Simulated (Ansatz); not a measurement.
Defect: interstitial Al in silicon, charge state +1. Level of theory: PBE, PAW (plane waves to 420 eV; Ansatz, a first-principles code).

Cell of 216 host sites held at the relaxed PBE lattice; one k-point at (0.250, 0.250, 0.250); Fermi-Dirac width 0.01 eV, spin-restricted; finite-size errors left in. Energies are static. The charge state is imposed; whether it is stable for some Fermi level was not computed. Sites that were not tried may lie lower.

Barriers: single points on a 2×2×2 k-point mesh shifted by half a step at the bands' geometries (they differ from the bands' own by up to 0.12 eV, and are uncertain by about as much).

Relaxed starting cell (atoms counted from 1):

```xyz
217
Lattice="16.4100 0.0000 0.0000 0.0000 16.4100 0.0000 0.0000 0.0000 16.4100" Properties=species:S:1:pos:R:3 pbc="T T T"
Si    -0.0029    -0.0025     2.7701
Si    -0.0021     0.0012     8.2019
Si    -0.0001     0.0024    13.6317
Si    -0.0057     5.4761     2.7365
Si    -0.0031     5.4729     8.2023
Si     0.0018     5.4787    13.6670
Si    -0.0008    10.9313     2.7372
Si    -0.0034    10.9384     8.2022
Si    -0.0049    10.9326    13.6708
Si     5.4738    -0.0018     2.7358
Si     5.4695     0.0004     8.2017
Si     5.4760     0.0045    13.6676
Si     5.4693     5.4719     2.7323
Si     5.4686     5.4719     8.2011
Si     5.4796     5.4828    13.6682
Si     5.4813    10.9273     2.7379
Si     5.4691    10.9388     8.2037
Si     5.4683    10.9391    13.6710
Si    10.9288     0.0036     2.7374
Si    10.9351    -0.0001     8.2025
Si    10.9295    -0.0023    13.6706
Si    10.9233     5.4845     2.7386
Si    10.9356     5.4722     8.2036
Si    10.9362     5.4714    13.6719
Si    10.9362    10.9389     2.7330
Si    10.9352    10.9388     8.2013
Si    10.9251    10.9284    13.6667
Si     1.3755     4.1165     1.3744
Si     1.3665     4.1063     6.8370
Si     1.3611     4.1317    12.2752
Si     1.3660     9.5702     1.3664
Si     1.3663     9.5675     6.8414
Si     1.3672     9.5713    12.3027
Si     1.4425    14.9651     1.4427
Si     1.3662    15.0424     6.8383
Si     1.3788    15.0353    12.2888
Si     6.8369     4.1061     1.3667
Si     6.8358     4.1051     6.8358
Si     6.8398     4.1056    12.3039
Si     6.8417     9.5678     1.3661
Si     6.8359     9.5727     6.8359
Si     6.8357     9.5733    12.3035
Si     6.8380    15.0430     1.3663
Si     6.8406    15.0441     6.8404
Si     6.8367    15.0421    12.3015
Si    12.2763     4.1322     1.3606
Si    12.3031     4.1054     6.8401
Si    12.3026     4.1070    12.3024
Si    12.3027     9.5715     1.3671
Si    12.3033     9.5733     6.8355
Si    12.3035     9.5686    12.3038
Si    12.2888    15.0341     1.3797
Si    12.3016    15.0423     6.8372
Si    12.2817    15.0510    12.2816
Si    -0.0041     2.7706    -0.0042
Si    -0.0066     2.7386     5.4736
Si     0.0005     2.7407    10.9282
Si    -0.0023     8.2047    -0.0024
Si    -0.0035     8.2051     5.4704
Si    -0.0030     8.2054    10.9347
Si     0.0009    13.6329     0.0002
Si     0.0004    13.6711     5.4757
Si    -0.0054    13.6734    10.9300
Si     5.4740     2.7389    -0.0061
Si     5.4689     2.7363     5.4686
Si     5.4816     2.7417    10.9237
Si     5.4700     8.2053    -0.0033
Si     5.4689     8.2039     5.4688
Si     5.4688     8.2067    10.9358
Si     5.4765    13.6709     0.0000
Si     5.4791    13.6715     5.4790
Si     5.4689    13.6749    10.9356
Si    10.9281     2.7409     0.0009
Si    10.9234     2.7418     5.4817
Si    10.9367     2.7361    10.9365
Si    10.9350     8.2054    -0.0028
Si    10.9355     8.2065     5.4687
Si    10.9354     8.2044    10.9353
Si    10.9304    13.6738    -0.0051
Si    10.9359    13.6749     5.4689
Si    10.9251    13.6702    10.9257
Si     1.3754     1.3786     4.1145
Si     1.3664     1.3696     9.5670
Si     1.4432     1.4438    14.9634
Si     1.3669     6.8402     4.1037
Si     1.3663     6.8446     9.5641
Si     1.3668     6.8420    15.0391
Si     1.3599    12.2798     4.1279
Si     1.3677    12.3057     9.5684
Si     1.3795    12.2918    15.0314
Si     6.8371     1.3704     4.1031
Si     6.8414     1.3692     9.5645
Si     6.8382     1.3694    15.0395
Si     6.8359     6.8390     4.1014
Si     6.8359     6.8393     9.5694
Si     6.8409     6.8435    15.0411
Si     6.8396    12.3066     4.1026
Si     6.8357    12.3070     9.5700
Si     6.8371    12.3046    15.0382
Si    12.2761     1.3637     4.1296
Si    12.3026     1.3703     9.5684
Si    12.2898     1.3805    15.0335
Si    12.3031     6.8423     4.1027
Si    12.3039     6.8385     9.5703
Si    12.3014     6.8401    15.0393
Si    12.3015    12.3055     4.1037
Si    12.3030    12.3066     9.5663
Si    12.2816    12.2838    15.0475
Si     2.7696    -0.0020    -0.0033
Si     2.7355    -0.0027     5.4739
Si     2.7378     0.0036    10.9280
Si     2.7364     5.4769    -0.0066
Si     2.7327     5.4719     5.4693
Si     2.7385     5.4853    10.9233
Si     2.7371    10.9305    -0.0006
Si     2.7382    10.9271     5.4814
Si     2.7333    10.9388    10.9362
Si     8.2019     0.0011    -0.0023
Si     8.2022     0.0008     5.4701
Si     8.2024    -0.0002    10.9352
Si     8.2020     5.4732    -0.0025
Si     8.2009     5.4721     5.4685
Si     8.2036     5.4722    10.9358
Si     8.2027    10.9384    -0.0036
Si     8.2038    10.9388     5.4690
Si     8.2012    10.9389    10.9353
Si    13.6314     0.0016     0.0010
Si    13.6678     0.0040     5.4761
Si    13.6703    -0.0023    10.9294
Si    13.6671     5.4790     0.0009
Si    13.6674     5.4823     5.4798
Si    13.6718     5.4716    10.9359
Si    13.6706    10.9325    -0.0048
Si    13.6712    10.9391     5.4683
Si    13.6666    10.9282    10.9252
Si     4.1044     4.1081     4.1042
Si     4.1022     4.1056     9.5662
Si     4.1238     4.1261    15.0439
Si     4.1025     9.5692     4.1024
Si     4.1016     9.5726     9.5693
Si     4.1049     9.5709    15.0386
Si     4.1225    15.0482     4.1224
Si     4.1048    15.0419     9.5680
Si     4.1186    15.0331    15.0296
Si     9.5659     4.1054     4.1025
Si     9.5698     4.1043     9.5700
Si     9.5682     4.1078    15.0392
Si     9.5695     9.5726     4.1013
Si     9.5692     9.5725     9.5692
Si     9.5651     9.5676    15.0405
Si     9.5681    15.0422     4.1049
Si     9.5650    15.0439     9.5650
Si     9.5657    15.0425    15.0400
Si    15.0431     4.1263     4.1233
Si    15.0389     4.1075     9.5683
Si    15.0304     4.1222    15.0307
Si    15.0386     9.5708     4.1046
Si    15.0405     9.5678     9.5647
Si    15.0395     9.5691    15.0397
Si    15.0292    15.0332     4.1192
Si    15.0396    15.0427     9.5653
Si    14.9705    14.9721    14.9712
Si     2.7363     2.7396     2.7369
Si     2.7333     2.7368     8.2009
Si     2.8075     2.8118    13.5866
Si     2.7334     8.2039     2.7331
Si     2.7338     8.2052     8.2021
Si     2.7348     8.2062    13.6708
Si     2.8091    13.5882     2.8086
Si     2.7345    13.6746     8.2031
Si     2.7375    13.6729    13.6688
Si     8.2012     2.7371     2.7332
Si     8.2018     2.7372     8.2022
Si     8.2036     2.7371    13.6719
Si     8.2021     8.2051     2.7334
Si     8.2020     8.2053     8.2018
Si     8.2020     8.2054    13.6692
Si     8.2035    13.6749     2.7339
Si     8.2021    13.6728     8.2024
Si     8.2008    13.6744    13.6704
Si    13.5854     2.8105     2.8068
Si    13.6714     2.7373     8.2038
Si    13.6699     2.7403    13.6700
Si    13.6707     8.2062     2.7343
Si    13.6689     8.2054     8.2020
Si    13.6712     8.2030    13.6710
Si    13.6695    13.6725     2.7374
Si    13.6702    13.6739     8.2009
Si    13.6022    13.6067    13.6035
Si     4.1138     1.3787     1.3749
Si     4.1030     1.3705     6.8365
Si     4.1282     1.3640    12.2763
Si     4.1036     6.8398     1.3669
Si     4.1016     6.8392     6.8359
Si     4.1029     6.8423    12.3033
Si     4.1276    12.2801     1.3591
Si     4.1031    12.3064     6.8394
Si     4.1041    12.3055    12.3013
Si     9.5669     1.3690     1.3666
Si     9.5643     1.3695     6.8421
Si     9.5688     1.3705    12.3027
Si     9.5644     6.8445     1.3664
Si     9.5693     6.8390     6.8360
Si     9.5705     6.8386    12.3042
Si     9.5689    12.3058     1.3672
Si     9.5699    12.3073     6.8358
Si     9.5658    12.3066    12.3035
Si    14.9637     1.4435     1.4431
Si    15.0391     1.3694     6.8385
Si    15.0322     1.3806    12.2889
Si    15.0394     6.8413     1.3668
Si    15.0406     6.8435     6.8411
Si    15.0392     6.8400    12.3014
Si    15.0315    12.2924     1.3782
Si    15.0385    12.3050     6.8368
Si    15.0469    12.2844    12.2820
Al     0.0054     0.0064     0.0047
```
Cell charge +1.

End state 1 differs by these moves (Å; atoms that move under 0.08 Å are left out):

```csv
atom,element,Δx,Δy,Δz
1,Si,-0.08,-0.07,0.04
34,Si,-0.08,0.04,-0.08
55,Si,-0.08,0.04,-0.08
84,Si,-0.08,-0.07,0.04
109,Si,0.04,-0.07,-0.08
136,Si,0.07,0.07,0.07
144,Si,0.07,-0.07,-0.07
156,Si,-0.07,0.07,-0.07
160,Si,-0.06,-0.07,0.07
162,Si,0.07,0.07,0.07
163,Si,0.07,0.07,0.07
165,Si,-0.06,-0.07,0.07
169,Si,-0.07,0.07,-0.07
181,Si,0.07,-0.06,-0.06
189,Si,0.07,0.06,0.06
208,Si,0.04,-0.07,-0.08
217,Al,1.36,1.36,1.35
```

Task: What forward and backward barriers to end state 1 does PBE, PAW give?

Result: forward 1.27 eV, backward 1.27 eV; at the saddle point atom 217 has neighbours 4 Si at 2.45, 2 Si at 2.46 Å. The program found a first-order saddle point.
